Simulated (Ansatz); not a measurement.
The starting structures come from a database of crystals and need not be the phases stable at ambient conditions.

 Where the default PAW files enter, the runs use the earlier of Ansatz's two default sets.

Here is the system:

```
TiO2
1.0
    4.54535     0.00000     0.00000
    0.00000     5.51962     0.00000
    0.00000     0.00000     4.90920
Ti O
4 8
Direct
  0.50000   0.32701   0.75000
  0.50000   0.67299   0.25000
  0.00000   0.17299   0.25000
  0.00000   0.82701   0.75000
  0.27145   0.38172   0.08135
  0.72855   0.61828   0.91865
  0.22855   0.11828   0.58135
  0.77145   0.88172   0.41865
  0.77145   0.11828   0.91865
  0.22855   0.88172   0.08135
  0.72855   0.38172   0.41865
  0.27145   0.61828   0.58135
```

Space group of this cell: Pbcn. The cell is taken as given; by r2SCAN its mean pressure is -1.1 GPa.

The current runs along the normal of the first two printed vectors. All runs by Ansatz (an electronic-structure program), plane waves and PAW, without spin-orbit coupling; the base is r2SCAN.

```json
[
 {"run": "base", "mean pressure (GPa)": "-1.1", "gap (eV)": "2.99", "mid-gap κ (1/Å)": "0.364"},
 {"run": "all lengths scaled by 0.98", "mean pressure (GPa)": "16.1", "gap (eV)": "?", "mid-gap κ (1/Å)": "?"},
 {"run": "all lengths scaled by 1.02", "mean pressure (GPa)": "-14.2", "gap (eV)": "?", "mid-gap κ (1/Å)": "?"},
 {"run": "lda in place of r2scan", "mean pressure (GPa)": "-9.3", "gap (eV)": "2.54", "mid-gap κ (1/Å)": "0.340"},
 {"run": "lengths across the current scaled by 0.98, ions clamped", "mean pressure (GPa)": "9.6", "gap (eV)": "3.10", "mid-gap κ (1/Å)": "0.359"},
 {"run": "lengths across the current scaled by 1.02, ions clamped", "mean pressure (GPa)": "-9.9", "gap (eV)": "2.88", "mid-gap κ (1/Å)": "0.369"},
 {"run": "lengths along the current scaled by 0.97, ions clamped", "mean pressure (GPa)": "7.6", "gap (eV)": "3.14", "mid-gap κ (1/Å)": "0.383"},
 {"run": "lengths along the current scaled by 1.03, ions clamped", "mean pressure (GPa)": "-8.4", "gap (eV)": "?", "mid-gap κ (1/Å)": "?"},
 {"run": "pbesol in place of r2scan", "mean pressure (GPa)": "-3.1", "gap (eV)": "2.58", "mid-gap κ (1/Å)": "0.341"}
]
```

Q: Fill in the missing entries.

A: 
- all lengths scaled by 0.98, gap (eV): 3.22
- all lengths scaled by 0.98, mid-gap κ (1/Å): 0.371
- all lengths scaled by 1.02, gap (eV): 2.77
- all lengths scaled by 1.02, mid-gap κ (1/Å): 0.358
- lengths along the current scaled by 1.03, ions clamped, gap (eV): 2.82
- lengths along the current scaled by 1.03, ions clamped, mid-gap κ (1/Å): 0.349
